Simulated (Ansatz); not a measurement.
We consider BeS (model structure, started from the BN type, Pm-3n, No. 223, 12 atoms in the cell), described by LDA (plane waves, PAW; Ansatz, a quantum-chemistry and plane-wave program).

Numerical settings: plane-wave cutoff 520 eV, 6×6×6 k mesh, Fermi–Dirac smearing 0.01 eV, scalar-relativistic PAW data made under PBE.

The cell is the one relaxed with PBEsol. Conventional cell: a = 5.9648 Å, b = 5.9648 Å, c = 5.9648 Å, α = 90.00°, β = 90.00°, γ = 90.00°.

```
BeS
1.0
    5.96478     0.00000     0.00000
    0.00000     5.96478     0.00000
    0.00000     0.00000     5.96478
Be S
6 6
Direct
  0.25000   0.00000   0.50000
  0.50000   0.25000   0.00000
  0.50000   0.75000   0.00000
  0.75000   0.00000   0.50000
  0.00000   0.50000   0.75000
  0.00000   0.50000   0.25000
  0.25000   0.50000   0.00000
  0.00000   0.25000   0.50000
  0.00000   0.75000   0.50000
  0.75000   0.50000   0.00000
  0.50000   0.00000   0.75000
  0.50000   0.00000   0.25000
```

Problem. List the 34 lowest band energies at Γ above −25 eV (eV, relative to the valence band maximum), grouping those that round alike.

Solution. At Γ: -13.64, -12.75 (×2), -11.41 (×3), -6.11 (×2), -5.79, -4.64 (×3), -2.83 (×3), -2.14 (×3), -1.85 (×3), 0.00 (×3), 3.68 (×3), 3.88, 4.34 (×3), 4.75, 5.90 (×2).

Note: the relaxation could raise the start's symmetry but not lower it, so the cell can be a saddle point; cell and atoms aren't relaxed at this level (pressure -2.0 GPa).

A model structure was made by putting elements into a prototype or built by hand; it is no filed structure, need not be a known phase, and can be a saddle point held by its symmetry.
